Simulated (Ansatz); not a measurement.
Structures of equal composition on the (0001) surface of hcp Ti: a pseudomorphic layer of Hf in the host's stacking; a pseudomorphic layer of Hf in the other hollow. The slabs share one bottom face, and each structure is named by its start. These are constructed structures in small cells; real faces may alloy, dewet or reconstruct in larger ones, and not all known structures of the face are among them. Slabs of about 12 Å with all that they carry, Fermi-Dirac smearing of 0.1 eV. Bottom of the slabs: a bare face, its two planes held. Relaxed from the named starts with such symmetry as they have, on meshes of like density; energies extrapolated to zero smearing; no spin-orbit coupling, no U. Spin-polarised runs, if any, are marked in brackets, and their order is one that fits the cell; the others ran without spin.

All values below come from PBE (plane waves to 420 eV, PAW; Ansatz, a program for electronic structure).

Task: Put the candidates in order of energy per 1x1 cell, lowest first, for PBE.

Result: a pseudomorphic layer of Hf in the host's stacking (0.000 eV), a pseudomorphic layer of Hf in the other hollow (0.054 eV)
